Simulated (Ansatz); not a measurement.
Take CdTe in the zinc blende structure (space group F-43m, No. 216; a = 6.6180 Å) as the base.

(Cell as relaxed with PBE.)

Levels (all Ansatz, a program for electronic structure, PAW): PBE (420 eV, without spin-orbit coupling); r2SCAN (500 eV, without spin-orbit coupling).

Each level relaxes its own structure.

```tsv
quantity	PBE	r2SCAN
volume per atom	36.23 Å³	35.25 Å³
lattice parameter a	6.618 Å	6.558 Å
band gap	0.59 eV	1.17 eV
gap character	direct at Γ	direct at Γ
electron mass	0.053 mₑ	0.090 mₑ
hole mass (degenerate bands, along [100])	0.054, 0.57, 0.57 mₑ	0.092, 0.55, 0.55 mₑ
```

PBE's volume per atom lies 0.98 Å³ above r2SCAN's (2.8 %); PBE's lattice parameter a lies 0.060 Å above r2SCAN's (0.9 %); PBE's band gap lies 0.58 eV below r2SCAN's; the two agree on the gap character. Neither level is exact; r2SCAN is the comparison here, not a measurement.

With Te present, leaving out spin-orbit coupling can change the band edges. Masses are band curvatures over ±0.01 Å⁻¹ around the edge. Whether these cells are dynamically stable was not tested.
